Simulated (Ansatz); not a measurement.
Base system: Pd in the fcc (Cu type) structure (space group Fm-3m, No. 225; a = 3.878 Å; relaxed with 0.1 eV smearing). Axes: x, y, z lie along the cube axes.

Computed with PBEsol/PAW in Ansatz (a program for electronic structure), no spin-orbit coupling.

For the base:

| Quantity | Value |
|---|---|
| Shortest interatomic distance | 5.182 bohr |
| Pressure | 0.0 GPa |

Now apply this change: biaxial strain +0.50 %, plane normal [001], relaxed out of plane (Cartesian); in-plane vectors clamped, the third vector and the atoms free.

Question: What happens to the shortest interatomic distance, pressure, out-of-plane strain and energy relative to the base?

Answer: The shortest interatomic distance falls by 0.006 bohr, from 5.182 bohr to 5.176 bohr; the pressure (mean of the normal stresses, compression positive) goes from zero to -0.5 GPa; the out-of-plane strain is -0.73 %; the energy increases by 0.4 meV/atom.

No phonon test of stability was made. The final runs are not spin-polarised.
